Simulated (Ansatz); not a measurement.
Cell and atoms of amorphous Au₂₄Cu₁₄Si₈Ag₃:

```xyz
49
Lattice="9.1683 0.7041 0.4765 0.7041 9.4694 0.6601 0.4765 0.6601 9.2417" Properties=species:S:1:pos:R:3 pbc="T T T"
Au     7.3017     3.6348     2.1967
Au     6.0192     3.7448     9.2014
Au     4.5324     8.1839     5.9210
Au     0.5167     4.1907     2.9123
Au     3.7853     9.2768     2.8712
Au     0.6547     1.3626     2.5180
Au     3.2404     5.6582     5.6197
Au     4.5926     1.2425     4.1490
Au     7.4887     9.1233     6.0144
Au     5.0735     4.1118     3.9485
Au     6.1117     7.9240     8.4436
Au     3.3296     2.7281     1.8249
Au     8.2419     2.0639     9.3307
Au     8.1801     6.1313     9.2980
Au     1.2924     1.2750     7.1997
Au     1.3632     6.9345     3.9435
Au     5.8054     5.4996     6.9946
Au     0.8787     6.3539     1.1191
Au     7.4113     6.5189     2.7920
Au     8.5580     9.3391     3.1877
Au     8.8364     6.5806     6.5083
Au     6.2799     8.7572     1.5812
Au     3.4109     4.4983     8.4046
Au     5.6366     1.3008     7.7810
Cu     8.0491     1.6846     6.5956
Cu     3.4762     7.2476     8.5542
Cu     3.2607     1.8051     9.0589
Cu     1.8616     7.8624     6.5398
Cu     1.5920     9.0198     1.1117
Cu     2.5812     3.2279     4.4032
Cu     3.6343     2.4520     6.4904
Cu     8.1450     4.0594     7.4442
Cu     7.5105     4.6690     4.9164
Cu     1.4658     3.9359     6.6072
Cu     4.7640     6.8512     3.5775
Cu     7.2373     2.1322     4.2893
Cu     2.9085     5.1714     2.8054
Cu     2.0586     0.6814     4.7367
Si     9.8109     9.8240     5.3861
Si     5.9659     3.1352     6.1556
Si     6.6643     7.0048     5.0780
Si     4.1369     9.5042     8.0730
Si     3.1776     7.2700     1.6591
Si     9.5017     3.2863     5.3873
Si     5.8095     1.5212     1.9826
Si     1.3732     5.9732     8.0326
Ag     8.8699     8.9236     8.7694
Ag     0.9908     3.4321     9.3465
Ag     4.9862     5.4707     1.2422
```

These are PBE, scalar-relativistic without spin-orbit coupling (plane waves to 420 eV, PAW; Ansatz, an electronic-structure program) values and carry that method's errors.

A CHGNet melt-quench gave the starting glass, which DFT then relaxed. The hot cell started wider than the set density and was brought back towards it in steps. It is the lowest in DFT energy of 3 quenches. It is a model cell: composition and starting density were chosen by hand, and all elements were melted together. No dispersion term was used. Its density started from a set value of 13.48 and ended at 12.93 g/cm³. The quench (nominally 67 K/ps over its main leg) was far faster than any real one, so the model tends to hold more defects than a real film. A cell of this size samples the disorder only roughly. Volume and shape were free in the relaxation. Stress components on the final sampling reach 0.9 GPa. On a 2×2×2 Γ-centred mesh force components of up to 0.26 eV/Å stay, since the relaxation ran on one k-point at (1/4, 1/4, 1/4).

Bonds are counted up to Au-Au 3.36 Å, Au-Cu 3.08 Å, Au-Si 2.90 Å, Au-Ag 3.37 Å, Cu-Cu 3.10 Å, Cu-Si 2.92 Å, Cu-Ag 3.32 Å, Si-Si 2.66 Å, Si-Ag 3.07 Å, Ag-Ag 3.48 Å.

Problem. Give the coordination numbers, mean bond lengths and angles.

Solution. 
- Mean coordination of Au: 10.62 (2 with 8, 8 with 10, 10 with 11, 3 with 12, 1 with 13)
- Mean coordination of Cu: 9.93 (5 with 9, 6 with 10, 2 with 11, 1 with 12)
- Mean coordination of Si: 8.00 (3 with 7, 3 with 8, 1 with 9, 1 with 10)
- Mean coordination of Ag: 12.00 (1 with 11, 1 with 12, 1 with 13)
- Mean Au-Au bond: 2.964 Å (spread 0.136 Å, 65 counted)
- Mean Au-Cu bond: 2.757 Å (spread 0.088 Å, 69 counted)
- Mean Au-Si bond: 2.568 Å (spread 0.088 Å, 32 counted)
- Mean Cu-Cu bond: 2.618 Å (spread 0.109 Å, 16 counted)
- Bond angle at Au: mean 97.0°, spread 33.7°
- Bond angle at Cu: mean 97.5°, spread 32.8°
- Bond angle at Si: mean 99.2°, spread 31.7°
- Bond angle at Ag: mean 95.8°, spread 34.1°
